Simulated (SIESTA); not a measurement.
Band structure of CdF2 (Fm-3m, 3 atoms in the cell).

```xyz
3
Lattice="0.0000 2.6950 2.6950 2.6950 0.0000 2.6950 2.6950 2.6950 0.0000" Properties=species:S:1:pos:R:3 pbc="T T T"
Cd     0.0000     0.0000     0.0000
F      1.3475     1.3475     1.3475
F      4.0425     4.0425     4.0425
```

Method of the run: GGA PBE, numerical atomic orbitals TZP, PseudoDojo PBE standard norm-conserving potentials (rewritten from UPF to PSML) (SIESTA).

Settings: XC.functional = GGA; XC.authors = PBE; potentials = PseudoDojo PBE standard; PAO.BasisSize = TZP; PAO.EnergyShift = 0.005 Ry; MeshCutoff = 350 Ry; kgrid.MonkhorstPack = 7 7 7; OccupationFunction = FD; ElectronicTemperature = 50 meV; MaxSCFIterations = 150; SCF.Mixer.Method = Pulay; SCF.Mixer.Weight = 0.2; SCF.Mixer.History = 6; SCF.DM.Tolerance = 1.0E-04.

The starting cell has typed, rounded lattice constants, without a prior relaxation at this level. Values carry the incompleteness of an atom-centred basis.

Q: Predict the gap along the standard path and the places of the band edges.

A: The gap along the path is 3.14 eV, from W to Γ; the smallest direct gap on it is 3.67 eV.

Levels in eV from the top of the valence band on the path, bands 14 to 18:
```tsv
point	14	15	16	17	18
Γ	-0.94	-0.52	-0.52	-0.52	3.14
X	-2.94	-0.48	-0.09	-0.09	8.30
W	-1.52	-1.52	-0.58	0.00	8.27
K	-2.33	-0.94	-0.34	-0.20	8.20
L	-1.82	-1.82	-0.41	-0.41	7.37
U	-2.33	-0.94	-0.34	-0.20	8.20
```

Higher empty bands are left out: an atom-centred basis made for the valence describes them poorly.
